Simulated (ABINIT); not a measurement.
**Worked example: self-consistent single point of LaBi3 (Pm-3m, 4 atoms in the cell) in ABINIT**

Method of the run: LDA (PW92), PAW (JTH v2.0 LDA PAW) (plane waves; ABINIT).

Input:

```
# LaBi3, JTH v2.0 LDA PAW
pp_dirpath "./"
pseudos "La.LDA_PW-JTH.xml, Bi.LDA_PW-JTH.xml"
acell 3*1.0 Angstrom
rprim
         4.9862000000    0.0000000000    0.0000000000
         0.0000000000    4.9862000000    0.0000000000
         0.0000000000    0.0000000000    4.9862000000
natom 4
ntypat 2
znucl 57 83
typat 1 2 2 2
xcart
         0.0000000000    0.0000000000    0.0000000000
         4.7112762013    0.0000000000    4.7112762013
         0.0000000000    4.7112762013    4.7112762013
         4.7112762013    4.7112762013    0.0000000000
ecut 26 Ha
pawecutdg 52 Ha
ixc 7
occopt 3
tsmear 0.05 eV
nband 36
kptopt 1
ngkpt 5 5 5
nshiftk 1
shiftk 0 0 0
nstep 100
tolvrs 1.0e-12
prtwf 0
prtden 0
prtvol 1
enunit 1
```

Output (repeated stretches shortened):

```
 Symmetries : space group Pm -3 m (#221); Bravais cP (primitive cubic)

 -outvars: echo values of preprocessed input variables --------
            acell      1.8897261329E+00  1.8897261329E+00  1.8897261329E+00 Bohr
             ecut      2.60000000E+01 Hartree
           enunit           1
              ixc           7
         kptrlatt        5    0    0      0    5    0      0    0    5
          kptrlen      4.71127622E+01
            natom           4
            nband          36
            ngfft          45      45      45
          ngfftdg          64      64      64
             nkpt          10
            nstep         100
             nsym          48
           ntypat           2
           occopt           3
        pawecutdg      5.20000000E+01 Hartree
            rprim      4.9862000000E+00  0.0000000000E+00  0.0000000000E+00
                       0.0000000000E+00  4.9862000000E+00  0.0000000000E+00
                       0.0000000000E+00  0.0000000000E+00  4.9862000000E+00
          spgroup         221
           tolvrs      1.00000000E-12
           tsmear      1.83746627E-03 Hartree
            typat      1  2  2  2
           useylm           1
             xred      0.0000000000E+00  0.0000000000E+00  0.0000000000E+00
                       5.0000000000E-01  0.0000000000E+00  5.0000000000E-01
                       0.0000000000E+00  5.0000000000E-01  5.0000000000E-01
                       5.0000000000E-01  5.0000000000E-01  0.0000000000E+00
            znucl       57.00000   83.00000

== DATASET  1 ==================================================================

 Exchange-correlation functional for the present dataset will be:
  LDA: Perdew-Wang 92 LSD fit to Ceperley-Alder data - ixc=7
 Citation for XC functional:
  J.P.Perdew and Y.Wang, PRB 45, 13244 (1992)

 Real(R)+Recip(G) space primitive vectors, cartesian coordinates (Bohr,Bohr^-1):
 R(1)=  9.4225524  0.0000000  0.0000000  G(1)=  0.1061284  0.0000000  0.0000000
 R(2)=  0.0000000  9.4225524  0.0000000  G(2)=  0.0000000  0.1061284  0.0000000
 R(3)=  0.0000000  0.0000000  9.4225524  G(3)=  0.0000000  0.0000000  0.1061284
 Unit cell volume ucvol=  8.3657656E+02 bohr^3
 Angles (23,13,12)=  9.00000000E+01  9.00000000E+01  9.00000000E+01 degrees

 Coarse grid specifications (used for wave-functions):

 getcut: wavevector=  0.0000  0.0000  0.0000  ngfft=  45  45  45
         ecut(hartree)=     26.000   => boxcut(ratio)=   2.03438

 Fine grid specifications (used for densities):

 getcut: wavevector=  0.0000  0.0000  0.0000  ngfft=  64  64  64
         ecut(hartree)=     52.000   => boxcut(ratio)=   2.09240

   7.99992239E+03                                ecore*ucvol(ha*bohr**3)

_setup2: Arith. and geom. avg. npw (full set) are    5296.104    5296.091

--- !BeginCycle
solver: {iscf: 17, nstep: 100, nline: 4, wfoptalg: 10, }
tolerances: {tolvrs: 1.00E-12, }
...

     iter   Etot(hartree)      deltaE(h)  residm     nres2
 ETOT  1  -242.42952298328    -2.424E+02 1.921E+01 8.426E+02
 ETOT  2  -252.65295288933    -1.022E+01 3.404E+00 5.229E+02
 ETOT  3  -250.42376435729     2.229E+00 3.510E-01 2.068E+02
 ETOT  4  -249.88578955990     5.380E-01 9.879E-02 8.096E+01
 ETOT  5  -249.77243489949     1.134E-01 6.825E-02 6.120E+01
 ETOT  6  -249.50912397552     2.633E-01 5.788E-02 2.138E+01
   [... 16 lines left out ...]
 ETOT 23  -249.37584363807    -1.883E-10 1.243E-03 1.745E-09
 ETOT 24  -249.37584363808    -1.529E-11 3.284E-04 8.680E-10
 ETOT 25  -249.37584363808     5.201E-12 4.034E-04 9.916E-11
 ETOT 26  -249.37584363807     4.889E-12 1.299E-04 1.323E-12
 ETOT 27  -249.37584363808    -5.855E-12 1.998E-04 2.227E-13

 At SCF step   27       nres2   =  2.23E-13 < tolvrs=  1.00E-12 =>converged.

 Cartesian components of stress tensor (hartree/bohr^3)
  sigma(1 1)=  1.17515017E-04  sigma(3 2)=  0.00000000E+00
  sigma(2 2)=  1.17515017E-04  sigma(3 1)=  0.00000000E+00
  sigma(3 3)=  1.17515017E-04  sigma(2 1)=  0.00000000E+00

 ----iterations are completed or convergence reached----

 reduced coordinates (array xred) for    4 atoms
       0.000000000000      0.000000000000      0.000000000000
       0.500000000000      0.000000000000      0.500000000000
       0.000000000000      0.500000000000      0.500000000000
       0.500000000000      0.500000000000      0.000000000000
 cartesian forces (eV/Angstrom) at end:
    1     -0.00000000000000    -0.00000000000000    -0.00000000000000
    2     -0.00000000000000    -0.00000000000000    -0.00000000000000
    3     -0.00000000000000    -0.00000000000000    -0.00000000000000
    4     -0.00000000000000    -0.00000000000000    -0.00000000000000
 frms,max,avg= 0.0000000E+00 0.0000000E+00   0.000E+00  0.000E+00  0.000E+00 e/A
 length scales=  1.889726132886  1.889726132886  1.889726132886 bohr
              =  1.000000000000  1.000000000000  1.000000000000 angstroms
 Fermi (or HOMO) energy (eV) =   7.25671   Average Vxc (eV)= -10.00122
 Eigenvalues (   eV  ) for nkpt=  10  k points:
 kpt#   1, nband= 36, wtk=  0.00800, kpt=  0.0000  0.0000  0.0000 (reduced coord)
 -25.90345  -15.45770  -15.45720  -15.45720  -15.45720  -15.33712  -15.33712  -15.32351
 -15.32351  -15.30249  -15.30249  -15.30249  -15.24033  -15.24033  -15.24033  -15.20447
  -9.59244   -9.59244   -9.59244   -5.60997   -2.40082   -2.40082    3.80842    3.80842
   3.80842    7.08121    7.08121    7.08121    8.08124    8.08124    8.55392    8.55392
   8.55392    8.86575    8.99595    9.01801
 prteigrs : prtvol=0 or 1, do not print more k-points.

--- !EnergyTerms
comment             : Components of total free energy in Hartree
kinetic             :  2.39008501545116E+01
hartree             :  5.76629021207584E+01
xc                  : -1.80710635761990E+01
Ewald energy        : -1.92176652721400E+02
psp_core            :  9.56269015067894E+00
local_psp           : -1.91473120795868E+02
spherical_terms     :  6.12195859436714E+01
internal            : -2.49374808723847E+02
'-kT*entropy'       : -1.03462759871752E-03
total_energy        : -2.49375843351446E+02
total_energy_eV     : -6.78586179884741E+03
...

-Cartesian components of stress tensor (GPa)         [Pressure= -3.4574E+00 GPa]
- sigma(1 1)=  3.45741057E+00  sigma(3 2)=  0.00000000E+00
- sigma(2 2)=  3.45741057E+00  sigma(3 1)=  0.00000000E+00
- sigma(3 3)=  3.45741057E+00  sigma(2 1)=  0.00000000E+00

 Calculation completed.
```

The run converged in 27 iterations.

The starting cell comes from a database of computed structures (which also holds hypothetical and non-ambient phases and stackings), without a prior relaxation at this level. Its lattice was rescaled by a random factor within 2.5 % of one. With a pressure of about -3 GPa the cell is away from its equilibrium volume at this level.

These are the values that this program gave, and no reference: the one-centre exchange-correlation terms come from a truncated expansion.

Cost on one core of a shared machine: roughly 7 min.
